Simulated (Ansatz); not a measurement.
## 1T (CdI2-type) PtTe2: properties by level of theory

Reference values: lattice constant a 4.026 Å (measured, temperature not stated, no zero-point or thermal correction; as tabulated in Pelayo et al. (2023), arXiv:2312.15371); lattice parameter c 5.221 Å (measured, temperature not stated, no zero-point or thermal correction; as tabulated in Pelayo et al. (2023), arXiv:2312.15371).

```csv
level (code),equilibrium lattice constant a (Å),lattice parameter c (Å),enthalpy of formation (eV/atom)
PBE (Ansatz),[?],5.381,-0.390
RPBE (Ansatz),[?],8.696,-0.390
PBE-D3(BJ) (Ansatz),4.054,5.093,-0.391
PBE-D4 (Ansatz),4.054,5.093,[?]
PBEsol-D3(BJ) (Ansatz),4.009,4.958,[?]
PBE0 (Ansatz),[?],5.464,[?]
```

Problem. Complete the blanks.

Solution. 
- PBE (Ansatz, a program for electronic structure), equilibrium lattice constant a (Å): 4.089
- RPBE (Ansatz), equilibrium lattice constant a (Å): 4.057
- PBE-D4 (Ansatz), enthalpy of formation (eV/atom): -0.399
- PBEsol-D3(BJ) (Ansatz), enthalpy of formation (eV/atom): -0.406
- PBE0 (Ansatz), equilibrium lattice constant a (Å): 4.030
- PBE0 (Ansatz), enthalpy of formation (eV/atom): -0.509

Differences from the reference values (errors of the level alone only where the reference is corrected to a static lattice):

```csv
level,lattice constant a (%),lattice parameter c (%)
PBE,+1.56,+3.06
RPBE,+0.77,+67
PBE-D3(BJ),+0.70,-2.45
PBE-D4,+0.70,-2.45
PBEsol-D3(BJ),-0.42,-5.04
PBE0,+0.10,+4.65
```

Nearest: lattice constant a, not ranked (reference at room or unstated temperature); lattice parameter c, not ranked (reference at room or unstated temperature).

Caveats: an element that serves as reference has a cell well above its measured volume (RPBE); for a layered or molecular solid the relaxed cell lies over 5 % above the published volume, where the minimum can be shallow (PBE, RPBE); the cell comes from a level without a dispersion term, which matters for the spacing of layers, chains or molecules (PBE, RPBE, PBE0). Ansatz's density-functional and Hartree–Fock values are scalar-relativistic unless marked +SOC, with PAW data made under PBE.

Differences are worked out from the printed values.

Computed values are for the static lattice.
